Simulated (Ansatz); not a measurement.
Take BaS in the rock salt structure (space group Fm-3m, No. 225; a = 6.429 Å) as the base.

Method: PBE in Ansatz (plane waves to 420 eV, PAW, without spin-orbit coupling).

Strains are applied to the cell and any free atomic positions relax.

One change was made to it. Results:

```json
[
 {"quantity": "smallest direct gap", "base": "2.35 eV", "after": "2.47 eV"},
 {"quantity": "band gap", "base": "2.23 eV", "after": "2.32 eV"},
 {"quantity": "electron mass", "base": "1.3 mₑ along k, 0.34 mₑ across (at X)", "after": "1.3 mₑ along k, 0.36 mₑ across (at X)"}
]
```

Q: Which change produced these results?
(A) isotropic strain +1.00 %
(B) isotropic strain +2.50 %
(C) isotropic strain +0.50 %

A: B, isotropic strain +2.50 %. For comparison, the band gap in the other runs: isotropic strain +1.00 % gives 2.27 eV; isotropic strain +0.50 % gives 2.25 eV.

Masses are band curvatures over ±0.01 Å⁻¹ around the edge. Along k means along the line from Γ to the band edge. Stability against distortions was not tested.

Ansatz is a program for electronic structure.
